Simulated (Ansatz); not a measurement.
**Ru in the hcp (Mg type) structure (space group P6_3/mmc, No. 194)**

Ru has the hexagonal space group P6₃/mmc (No. 194), the hcp (Mg type) structure, Pearson symbol hP2. Lattice parameters: a = b = 2.705 Å, c = 4.260 Å, α = β = 90.00°, γ = 120.00°. Ru on 2d is surrounded by 12 Ru at 2.641–2.705 Å (anticuboctahedral). (Neighbours: up to the widest gap in distance over summed covalent radii, below 1.35, at either atom.)

The values are results of Ansatz (a first-principles code), r2SCAN, PAW, cutoff 500 eV, no spin-orbit coupling, not measurements. k-mesh 20×20×11 (Γ-centred); smearing 0.05 eV (Fermi–Dirac).

| Quantity | Value |
|---|---|
| Volume per atom | 13.49 Å³ |
| Density | 12.44 g/cm³ |
| Band gap | zero |
| Total energy | -5890.705 eV/atom (σ→0; compares only within this code and set-up) |

Whether these cells are dynamically stable was not tested. The final runs are not spin-polarised.
